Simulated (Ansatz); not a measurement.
## MoS2 with two functionals, pressure 30 GPa

Start from MoS2 in the 3R-MoS2 type structure (space group R3m, No. 160; a = 3.153 Å, c = 17.991 Å (hexagonal axes); layered, stacked along the Cartesian z axis).

(Cell as relaxed with PBE-D3(BJ).)

Levels (all Ansatz, a quantum-chemistry and plane-wave program, PAW): PBE-D3(BJ) (420 eV, no spin-orbit coupling); r2SCAN+rVV10 (500 eV, no spin-orbit coupling).

Each level relaxes its own structure.

```
base                 PBE-D3(BJ)  r2SCAN+rVV10
-------------------  ----------  ------------
volume per atom        17.21 Å³      18.03 Å³
lattice parameter a     3.153 Å       3.175 Å
band gap                0.77 eV       1.02 eV
```

Perturbation: cell and atoms relaxed at a pressure of 30 GPa.

```
quantity                       PBE-D3(BJ)  r2SCAN+rVV10
-----------------------------  ----------  ------------
shortest interatomic distance     2.325 Å       2.330 Å
c/a ratio                           5.273         5.301
band gap                             zero          zero
```

PBE-D3(BJ)'s shortest interatomic distance lies 0.005 Å below r2SCAN+rVV10's (0.2 %); PBE-D3(BJ)'s c/a ratio lies 0.028 below r2SCAN+rVV10's; the two agree on the band gap. Neither level is exact; r2SCAN+rVV10 is the comparison here, not a measurement.

A case with no gap was solved on a k-mesh chosen for an insulator, which is coarse for it. Load acts through the strain it causes; cell and atoms are relaxed under it. Stability against distortions was not tested. No other phases were tried under pressure. The final runs are not spin-polarised. A zero or small gap of MoS2 under pressure 30 GPa can be the functional's error rather than a property of the material.
